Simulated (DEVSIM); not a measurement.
Device: Al/HfO2/p-Ge capacitor, at 300 K.

Layer 1 from the left is HfO2, thickness (nm) 4.50. Layer 2 from the left is Ge, thickness (nm) 2600, Na (cm⁻³) 5.1e16.

Metal gate on the left, work function 4.1 eV. Fixed charge at the semiconductor interface 2.1e11 cm⁻² (in units of +e); interface traps 1e11 cm⁻² eV⁻¹, uniform in energy, neutral level at 0.5 of the gap above the valence band.

The device is made up for the run: typed textbook-type constants, with dimensions and the other settings drawn at random. Values at 300 K.

HfO2: gap (eV) 5.7, affinity (eV) 2.5, permittivity 22. Ge: gap (eV) 0.664, affinity (eV) 4, permittivity 16, Nc (cm⁻³) 1.04e19, Nv (cm⁻³) 6e18.

DEVSIM, 1D Poisson equation in equilibrium, Boltzmann statistics, complete ionisation; no quantum confinement or tunnelling. Metal contacts follow the ideal Schottky-Mott rule: no Fermi-level pinning, no interface dipoles.

What does the simulation give for the flat-band voltage, the threshold voltage (band bending 2φF), the minimum of the low-frequency capacitance?

flat-band voltage -0.45 V; threshold voltage (band bending 2φF) -0.02 V; minimum of the low-frequency capacitance 0.156 μF/cm².
